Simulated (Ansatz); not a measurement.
Base system: BeS (space group P4/nmm, No. 129; a = 3.452 Å, c = 5.621 Å; a hypothetical phase, not in the database extracts checked; layered, stacked along the Cartesian z axis).

It is then changed as follows: the cell is scaled by 0.9936 in all directions, atoms relaxed at fixed cell.

Levels (all Ansatz, a first-principles code, PAW): PBEsol (420 eV, scalar-relativistic without spin-orbit coupling); r2SCAN (500 eV, no spin-orbit coupling); HSE06 (420 eV, no spin-orbit coupling).

At the geometry relaxed with PBEsol, these levels gave the following band gaps, in shuffled order: (a) 4.02 eV, (b) 4.44 eV, (c) 3.34 eV.

Problem. Match each gap to its level.

Solution. (a) r2SCAN; (b) HSE06; (c) PBEsol.

Single points use the geometry relaxed with PBEsol. The cells carry an imposed strain or load. Stability against distortions was not tested. The base started in Pnma and relaxed to P4/nmm at this level. No dispersion term is included in the PBEsol runs.
